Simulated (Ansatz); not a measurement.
# Sc: isotropic strain +0.50 %

The parent structure is Sc in the hcp (Mg type) structure (space group P6_3/mmc, No. 194; a = 3.275 Å, c = 5.105 Å; relaxed with 0.1 eV smearing).

One thing is altered: an isotropic linear strain of +0.50 %, atoms relaxed at fixed cell.

Computed with Kohn–Sham DFT with the PBEsol functional, run in Ansatz (a program for electronic structure) with PAW and 420 eV plane waves, no spin-orbit coupling. k-mesh 20×20×12 (Γ-centred); smearing 0.1 eV (Fermi–Dirac).

| quantity | base | changed | shift |
|---|---|---|---|
| space group | P6_3/mmc (No. 194) | P6_3/mmc (No. 194) | – |
| energy relative to the base (free energy F) | 0 meV/atom | +0.9 meV/atom | +0.9 meV/atom |
| pressure (mean of the normal stresses, compression positive) | 0.0 GPa | -0.8 GPa | -0.8 GPa |
| band gap | zero | zero | – |

Cost of the whole job for the changed cell (relaxation, final SCF and bands): roughly 24 core-seconds.

Whether these cells are dynamically stable was not tested. The final runs are not spin-polarised.
